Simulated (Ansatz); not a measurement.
For Zr2InN (P6₃/mmc, No. 194, 8 atoms in the cell; start mp-1084767), PBEsol in Ansatz (PAW) gives:

| Quantity | Result |
|---|---|
| lattice parameter a | 3.263 Å |
| c axis length | 14.789 Å |
| bulk modulus B0 | 145 GPa |
| cohesive energy | 6.66 eV/atom |

Problem. What does r²SCAN in Ansatz (PAW) give for the same quantities?

Solution. 
- lattice constant a: 3.292 Å (rises by 0.9 %)
- lattice parameter c: 14.899 Å (grows by 0.7 %)
- bulk modulus: 143 GPa (is nearly the same)
- cohesive energy: 5.87 eV/atom (shrinks by 0.79 eV/atom)

Changes are worked out from the printed values.

Unless a cell is named, each level is at its own relaxed cell (PBEsol 17.05, r²SCAN 17.48 Å³/atom).

Levels without +SOC leave out spin–orbit coupling, which shifts energies and cells of such heavy elements.

Caveats: the bulk modulus is −V dP/dV from two relaxed cells at ±2 % in volume (PBEsol, r²SCAN); the relaxation could not lower the start's symmetry, so the cell can be a saddle point above a distorted one (PBEsol, r²SCAN). Ansatz's density-functional and Hartree–Fock values are scalar-relativistic unless marked +SOC, with PAW data made under PBE.

A start named mp-… is a Materials Project structure, which need not be a measured phase.

Ansatz is a program for electronic structure.
